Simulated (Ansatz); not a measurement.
Worked calculations on one periodic cell of amorphous Ti$_{20}$O$_{43}$Ga$_{2}$: Ti20O43Ga2, 65 atoms, volume 841.9 Å³, made by a melt-quench on the CHGNet potential and relaxed with DFT. O atoms were pushed apart under 1.9 Å during the dynamics, to hinder bonds among them. It is a model cell: composition and starting density were chosen by hand, and all elements were melted together. Cycles of charging were run to anneal it. These are PBE, scalar-relativistic without spin-orbit coupling (plane waves to 420 eV, PAW; Ansatz, a program for electronic structure) values and carry that method's errors. Sampling: a 2×2×2 Γ-centred mesh; Fermi-Dirac width 0.02 eV; no spin polarisation. Its volume was relaxed, its shape was free, and it stands at a mean pressure of 0.0 GPa with stress components up to 0.1 GPa; the relaxation ran on the zone centre alone. Its density went from a set 3.72 to 3.52 g/cm³. The cell is small and was quenched far faster than a real film, so it is one sample of the glass.

Problem. Count formal charges (Ti +4, O -2, Ga +3). What does the count lead one to expect at the Fermi level, and what does the calculation give?

Solution. 20 × (+4) + 43 × (-2) + 2 × (+3) = 0. The charges balance, so the anion-derived valence states can be full and a gap can open. On this mesh the highest filled and lowest empty level lie 2.65 eV apart, the PBE gap of this cell, with a localised state at one edge or both.

Four energies for an added electron at PBE on the zone centre alone (charged cells in a uniform background, spin-polarised): neutral at the neutral geometry -82035.872 eV; charged at the neutral geometry -82027.445 eV; charged and relaxed -82027.562 eV; neutral at the charged geometry -82035.630 eV.

Problem. Find the two relaxation energies and their sum, the reorganisation energy.

Solution. On charging: -82027.445 − (-82027.562) = 0.117 eV. On discharging: -82035.630 − (-82035.872) = 0.242 eV. The sum is 0.359 eV. The carrier's level spreads over 7 of the 65 atoms' worth, so it counts as partly localised, most on one Ti atom with neighbours O 1.86 Å, O 1.90 Å, O 1.96 Å, O 1.96 Å, O 1.99 Å, O 2.31 Å (neutral geometry). The values are uncorrected: the image energy of a point charge in this cell, 2.84 × 14.40 / (2 × 9.4) = 2.2 eV before screening, is screened by electrons alone at the fixed geometry and by ions too after relaxing, and the carrier can be spread before it relaxes, so each term can be off by up to that value times 1/ε∞, some tenths of an eV. PBE's self-interaction favours spread-out carriers, so a hybrid can localise more.

Four energies for a hole at PBE on the zone centre alone (charged cells in a uniform background, spin-polarised): neutral at the neutral geometry -82035.872 eV; charged at the neutral geometry -82041.491 eV; charged and relaxed -82041.769 eV; neutral at the charged geometry -82035.248 eV.

Problem. Find the two relaxation energies and their sum, the reorganisation energy.

Solution. On charging: -82041.491 − (-82041.769) = 0.278 eV. On discharging: -82035.248 − (-82035.872) = 0.624 eV. The sum is 0.902 eV. The carrier's level spreads over 3 of the 65 atoms' worth, so it counts as localised, most on one O atom with neighbours Ti 1.81 Å, Ti 1.86 Å (neutral geometry). The values are uncorrected: the image energy of a point charge in this cell, 2.84 × 14.40 / (2 × 9.4) = 2.2 eV before screening, is screened by electrons alone at the fixed geometry and by ions too after relaxing, and the carrier can be spread before it relaxes, so each term can be off by up to that value times 1/ε∞, some tenths of an eV. PBE's self-interaction favours spread-out carriers, so a hybrid can localise more.
